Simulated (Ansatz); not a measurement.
Consider Os in the hcp (Mg type) structure (space group P6_3/mmc, No. 194; a = 2.729 Å, c = 4.306 Å).

All numbers come from Kohn–Sham DFT with the PBEsol functional, run in Ansatz (a program for electronic structure) with PAW and 420 eV plane waves, spin-orbit coupling left out.

Before the change:

| Quantity | Result |
|---|---|
| Lattice parameter a | 2.729 Å |

Now apply this change: a hydrostatic pressure of 9 GPa.

Task: What does the calculation give for the lattice parameter a after the change?

Result: The lattice parameter a falls by 0.0189 Å (2.729 Å → 2.711 Å).

Load acts through the strain it causes; cell and atoms are relaxed under it. Stability against distortions was not tested. No other phases were tried under pressure. The final runs are not spin-polarised.
